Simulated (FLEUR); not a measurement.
Band structure of In₂Ag (I4/mcm, 6 atoms in the cell).

```
In2Ag
1.0
   -3.47150     3.47150     2.78740
    3.47150    -3.47150     2.78740
    3.47150     3.47150    -2.78740
In Ag
4 2
Direct
  0.34544   0.15456   0.50000
  0.65456   0.84544   0.50000
  0.15456   0.65456   0.80912
  0.84544   0.34544   0.19088
  0.75000   0.75000   0.00000
  0.25000   0.25000   0.00000
```

Computed with FLEUR with LDA (Vosko-Wilk-Nusair), all-electron FLAPW (FLEUR), scalar-relativistic valence.

Settings: Kmax = 4.1 1/bohr; GmaxXC = 14.3 1/bohr; xcFunctional = vwn; jspins = 1; l_soc = F; mode = hist; fermiSmearingEnergy = 0.00367493 Htr; mesh (inpgen div1-3) = 5 5 5; inpgen gamma flag = false; Gmax = 14.3 1/bohr; numbands = 0; maxIterBroyd = 15; imix = Anderson; alpha = 0.05.

The starting cell comes from a database of computed structures (which also holds hypothetical and non-ambient phases and stackings), without a prior relaxation at this level. Values depend on the basis (sphere radii, cutoffs, local orbitals), which need not be converged.

Levels in eV from the Fermi level, bands 39 to 46:
```json
[
 {"point": "Γ", "39": "-2.46", "40": "-2.14", "41": "-1.36", "42": "-0.53", "43": "-0.27", "44": "-0.27", "45": "-0.17", "46": "0.43"},
 {"point": "X", "39": "-2.67", "40": "-2.28", "41": "-1.79", "42": "-0.67", "43": "-0.64", "44": "-0.06", "45": "0.60", "46": "0.89"},
 {"point": "M", "39": "-4.12", "40": "-4.12", "41": "-3.91", "42": "-1.81", "43": "2.07", "44": "2.51", "45": "3.62", "46": "3.62"},
 {"point": "Z", "39": "-4.10", "40": "-4.10", "41": "-3.87", "42": "-0.91", "43": "1.28", "44": "1.72", "45": "2.02", "46": "2.02"},
 {"point": "P", "39": "-4.43", "40": "-4.43", "41": "0.37", "42": "0.37", "43": "0.82", "44": "0.82", "45": "1.41", "46": "1.41"},
 {"point": "N", "39": "-3.07", "40": "-3.07", "41": "-2.56", "42": "-2.56", "43": "0.51", "44": "0.51", "45": "3.05", "46": "3.05"},
 {"point": "Z1", "39": "-4.10", "40": "-4.10", "41": "-3.87", "42": "-0.91", "43": "1.28", "44": "1.72", "45": "2.02", "46": "2.02"}
]
```
